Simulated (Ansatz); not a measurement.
The parent structure is HgS in the zinc blende structure (space group F-43m, No. 216; a = 5.812 Å). Axes: x, y, z lie along the cube axes.

Level of theory: LDA in Ansatz (plane waves to 420 eV, PAW, scalar-relativistic without spin-orbit coupling).

Strains are applied to the cell and any free atomic positions relax; under biaxial strain the out-of-plane vector relaxes too.

One change was made to it. Results:

The pressure (mean of the normal stresses, compression positive) goes from zero to -1.7 GPa; the energy rises by 9.9 meV/atom; the shortest interatomic distance rises by 0.024 Å, from 2.517 Å to 2.541 Å.

Q: What was done to the base?
(A) biaxial strain +2.50 %, plane normal [111], relaxed out of plane
(B) biaxial strain −1.67 %, plane normal [111], relaxed out of plane
(C) biaxial strain +1.25 %, plane normal [111], relaxed out of plane

A: A, biaxial strain +2.50 %, plane normal [111], relaxed out of plane. For comparison, the energy relative to the base in the other runs: biaxial strain −1.67 %, plane normal [111], relaxed out of plane gives +4.2 meV/atom; biaxial strain +1.25 %, plane normal [111], relaxed out of plane gives +2.4 meV/atom.

The mesh was chosen for an insulator and is coarse for the gapless case. Whether these cells are dynamically stable was not tested. The final runs are not spin-polarised. Gaps under 0.05 eV, about the width of the smearing, are given as zero.

Ansatz is an electronic-structure program.
